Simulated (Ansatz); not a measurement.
The starting structures come from a database of crystals and need not be the phases stable at ambient conditions.

Tunnelling through a barrier is set by its complex band structure: the current falls as exp(−2κd) with the smallest κ.

Input:

```yaml
crystal:
  lattice:
    - [3.94449, 0.00000, 0.00000]
    - [0.00000, 5.32500, 0.00000]
    - [0.00000, 0.00000, 5.32500]
  atoms:
    - { symbol: W, position: [0.06518, 0.00000, 0.50000] }
    - { symbol: W, position: [0.93482, 0.50000, 0.00000] }
    - { symbol: O, position: [0.51082, 0.00000, 0.50000] }
    - { symbol: O, position: [0.48918, 0.50000, 0.00000] }
    - { symbol: O, position: [0.00000, 0.25000, 0.25000] }
    - { symbol: O, position: [0.00000, 0.75000, 0.25000] }
    - { symbol: O, position: [0.00000, 0.75000, 0.75000] }
    - { symbol: O, position: [0.00000, 0.25000, 0.75000] }
```

The cell is taken as given; by PBEsol it stands under a pressure of -1.6 GPa.

Transport runs along the normal of the first two printed cell vectors, the (100) plane of the conventional cell.

The gap is the functional's own, uncorrected, and κ follows it; spin-orbit coupling is left out. Mid-gap means the computed energy nearest the middle.

Problem. Predict the band gap and the smallest decay constant κ at mid-gap from PBEsol (Ansatz, an electronic-structure program).

Solution. Gap 0.56 eV on a 8×6×6 mesh; κ = 0.099 1/Å, at the zone centre.
